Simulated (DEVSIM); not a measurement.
Device: In0.52Al0.48As/In0.53Ga0.47As p-n heterojunction, at 300 K.

Layer 1 from the left is In0.52Al0.48As, thickness (μm) 0.190, Na (cm⁻³) 2.4e16, τn (s) 2.7e-9, τp (s) 2.7e-9. Layer 2 from the left is In0.53Ga0.47As, thickness (μm) 0.500, Nd (cm⁻³) 3.5e15, τn (s) 2.7e-9, τp (s) 2.7e-9.

Left contact: ohmic. Right contact: ohmic. Voltage is applied to the left contact. Recombination: SRH at mid-gap, radiative. Mobility is constant in doping.

The device is made up for the run: typed textbook-type constants, with dimensions and the other settings drawn at random. Values at 300 K.

In0.52Al0.48As: gap (eV) 1.45, affinity (eV) 4, permittivity 12.5, Nc (cm⁻³) 5.1e17, Nv (cm⁻³) 1.1e19, μn (cm²/Vs) 4000, μp (cm²/Vs) 75, B (cm³/s) 1e-10. In0.53Ga0.47As: gap (eV) 0.74, affinity (eV) 4.51, permittivity 13.9, Nc (cm⁻³) 2.1e17, Nv (cm⁻³) 7.7e18, μn (cm²/Vs) 12000, μp (cm²/Vs) 300, B (cm³/s) 9.6e-11.

DEVSIM, 1D drift-diffusion, Boltzmann statistics, complete ionisation; no tunnelling, impact ionisation, image-force lowering or self-heating. Band offsets follow the typed affinities; no thermionic-emission limit at abrupt steps, no polarisation charge.

What does the simulation give for the largest field in the device at zero bias, the potential step across the device at zero bias, the dark forward voltage at 1 A/cm²?

largest field in the device at zero bias 32000 V/cm; potential step across the device at zero bias 0.676 V; dark forward voltage at 1 A/cm² 0.299 V.
